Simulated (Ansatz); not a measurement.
Ansatz (a program for electronic structure) run on SrH₂I₂O₇ (P1, 24 atoms in the cell): self-consistent single point.

Method of the run: PBEsol, default PAW files made with PBE (plane waves; Ansatz).

```
CELL_PARAMETERS angstrom
      6.55058    -3.87400     0.00000
      6.55058     3.87400     0.00000
     -6.02012     0.00000     6.55542
ATOMIC_POSITIONS crystal
  Sr 0.84914 0.15864 0.75257
  Sr 0.15927 0.84554 0.25489
  I  0.27166 0.34704 0.78958
  I  0.64821 0.71235 0.68122
  I  0.72242 0.65802 0.19977
  I  0.33530 0.28918 0.29936
  O  0.22081 0.41170 0.99443
  O  0.59423 0.77319 0.50895
  O  0.77486 0.59503 0.99771
  O  0.40082 0.22882 0.49619
  O  0.59000 0.23698 0.90362
  O  0.74085 0.42149 0.59918
  O  0.42394 0.74688 0.09458
  O  0.25628 0.57010 0.40824
  O  0.20780 0.08240 0.61508
  O  0.91886 0.79346 0.87845
  O  0.78472 0.92476 0.37891
  O  0.07317 0.19964 0.11608
  O  0.16995 0.82946 0.75501
  O  0.84081 0.16161 0.25662
  H  0.20186 0.74038 0.64367
  H  0.26318 0.80687 0.86616
  H  0.80082 0.25467 0.35884
  H  0.75104 0.21179 0.15088
```

Reference input (self-consistent single point, DFT, PBEsol, plane waves, default PAW files made with PBE): kpoints.mp_grid.grid = 3 3 3; hamiltonian.xc = pbesol; hamiltonian.pseudopotentials = {kind: paw} (the program's default PAW files); scf.occupations.method = fermi_dirac; scf.occupations.width = 0.1 eV. This run's input differs from it in these lines:

Ansatz 0.2 input:
```diff
@@ -31,2 +31,4 @@
     - { symbol: H, position_ang: [5.39874568, -2.08908162, 0.98910128] }
+basis:
+  ecutrho_ratio: 2
 kpoints:
```

Output (repeated stretches shortened):

```
SCF iter   1: F=—  HF=-44616.329570 eV  |F-HF|=—  |Δ(HF+E_count)|=         —  Δρ=1.25e-2  dr2=4.01e-1  ethr=1.77e-3  ⟨swp⟩=8.2  Hψ=8658  notcnv=0  defer=65
all-band conjugate gradients solve this SCF's bands
preconditioner: auto → Resta (q_TF=auto, 2.454 Å⁻¹)
SCF iter   2: F=—  HF=-44616.227984 eV  |F-HF|=—  |Δ(HF+E_count)|=   1.02e-1  Δρ=3.33e-3  dr2=2.93e-2  ethr=2.28e-4  ⟨swp⟩=2.3  Hψ=2763  notcnv=0  defer=164
   [... lines left out ...]
SCF iter   7: F=—  HF=-44616.221701 eV  |F-HF|=—  |Δ(HF+E_count)|=   2.04e-5  Δρ=4.68e-5  dr2=7.11e-6  ethr=3.24e-8  ⟨swp⟩=2.0  Hψ=1989  notcnv=0  defer=164
SCF iter   8: F=—  HF=-44616.221703 eV  |F-HF|=—  |Δ(HF+E_count)|=   2.06e-6  Δρ=2.39e-5  dr2=2.07e-6  ethr=4.04e-9  ⟨swp⟩=3.2  Hψ=3416  notcnv=0  defer=164
SCF iter   9: F=—  HF=-44616.221704 eV  |F-HF|=—  |Δ(HF+E_count)|=   6.65e-7  Δρ=1.26e-5  dr2=5.89e-7  ethr=1.17e-9  ⟨swp⟩=2.4  Hψ=2164  notcnv=0  defer=164
SCF iter  10: F=-44616.221704 eV  HF=-44616.221704 eV  |F-HF|=5.18e-8  |Δ(HF+E_count)|=   6.21e-8  Δρ=4.60e-6  dr2=8.67e-8  ethr=5.68e-11  ⟨swp⟩=13.6  Hψ=9614  notcnv=0
SCF 1 converged in 10 iterations: F = -44616.221704 eV  dr2 = 8.67e-8
Free energy (F): -44616.221704 eV
Internal energy: -44616.221704 eV  (E = F + TS)
E sigma→0 (E₀):  -44616.221704 eV
Entropy (-TS):   -0.000000 eV (-0.000 meV/atom)
Fermi energy:    7.143549 eV
--- Forces (eV/Å), atoms counted from 1 ---
  atom   1  Sr    -0.18830449     0.21574502     0.10904613
  atom   2  Sr     0.21595167     0.13721324    -0.74526112
  atom   3  I      1.86556171    -1.30254611     1.83758303
  atom   4  I     -5.58116366    -0.59226360    10.85895086
  atom   5  I     -0.95146415    -1.09321763    -0.23468069
  atom   6  I     -1.87095517    -5.02977512    -3.34811717
  atom   7  O     -0.33301599    -0.09489786     0.07103795
  atom   8  O      6.91553410     2.14561847    -7.79127577
   [... lines left out ...]
       -4.641256       2.055906       9.626658
  P = ⅓ Tr σ = 7.8885 GPa (78.885 kbar)
  The stress holds the Pulay correction, which leaves out the density cutoff's part. Without it, at fixed plane waves, as pw.x and ABINIT print it …
settings of this run that can trade accuracy for cost: basis.ecutrho_ratio < 4. Do not mix this run's numbers with those of runs without the same settings …
```

The run converged in 10 iterations. Against the reference run the free energy goes down by 4.0 meV/atom, the pressure goes from 7.36 to 7.89 GPa, the largest force moves little (12.225 to 12.224 eV/Å) and the gap on the mesh hardly changes (3.544 to 3.545 eV). The full log also holds: “WARN basis.ecutrho_ratio = 2 (ecutrho = 840 eV) is below the records' recommended cutoff”.

The starting cell comes from a database of published, mostly measured structures (it also holds non-ambient and calculated ones), without a prior relaxation at this level. Its atoms were displaced at random from the sites of space group no. 15. Spin-orbit coupling is off. Forces in this geometry exceed 1 eV/Å. Ansatz's pressure includes its estimate of the finite-basis (Pulay) stress. Without the estimate this run gives 7.27 GPa. The cutoff lies below the one recommended for these files.

Cost on one core of a shared machine: roughly 40 s.
